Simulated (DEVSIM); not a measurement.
System: illuminated Si p-on-n cell, one wavelength, at 400 K.

```
layer (left to right)  material  thickness (μm)  Nd (cm⁻³)  Na (cm⁻³)  τn (s)  τp (s)  absorption coefficient (cm⁻¹)
---------------------  --------  --------------  ---------  ---------  ------  ------  -----------------------------
1                            Si           0.540          -     1.2e19  3.5e-8  1.3e-6                           4800
2                            Si            69.0     2.6e15          -  2.7e-6  2.7e-6                           4800
```

Left contact: ohmic, minority electron recombination velocity 30000 cm/s. Right contact: ohmic, minority hole recombination velocity 70000 cm/s. Voltage is applied to the left contact. Recombination: SRH at mid-gap, radiative, Auger. Light enters at the left, 4.8e16 photons cm⁻² s⁻¹, one pass, no reflection. Mobility is μmin + (μ − μmin)/(1 + (N/Nref)^α).

The device is made up for the run: typed textbook-type constants, with dimensions and the other settings drawn at random. Values at 300 K; Nc and Nv go as T^1.5, mobilities as T to minus their exponent, the gap by Varshni's rule with the affinity fixed.

```
parameter               Si
----------------  --------
gap (eV)             1.124
affinity (eV)         4.05
permittivity          11.7
Nc (cm⁻³)          2.86e19
Nv (cm⁻³)           3.1e19
μn (cm²/Vs)           1417
μp (cm²/Vs)            470
μn,min                  52
μp,min                  45
Nref,n              9.7e16
Nref,p              2.2e17
αn                    0.68
αp                    0.72
T exponent of μn       2.3
T exponent of μp       2.2
B (cm³/s)          4.7e-15
Cn (cm⁶/s)         2.8e-31
Cp (cm⁶/s)         9.9e-32
Varshni α (eV/K)  0.000473
Varshni β (K)          636
```

Model (solved in DEVSIM): 1D drift-diffusion, Boltzmann statistics, complete ionisation; no tunnelling, impact ionisation, image-force lowering or self-heating.

The doping Nd of layer 2 was swept, all else fixed.

```csv
doping Nd of layer 2 (cm^-3),dark forward voltage at 1 A/cm² (V),dark forward voltage at 100 A/cm² (V),share of generated pairs collected at short circuit,largest field in the device at zero bias (V/cm)
7.8e13,0.427,0.791,0.938,220000
2.6e14,0.430,0.765,0.934,220000
7.8e14,[?],0.756,0.929,220000
2.6e15,0.455,0.751,0.924,220000
7.8e15,0.481,0.751,0.921,220000
2.6e16,0.516,0.756,0.918,230000
7.8e16,0.552,0.768,0.915,250000
```

Problem. Some entries are withheld; supply them.

Solution. 
- 7.8e14, dark forward voltage at 1 A/cm² (V): 0.438
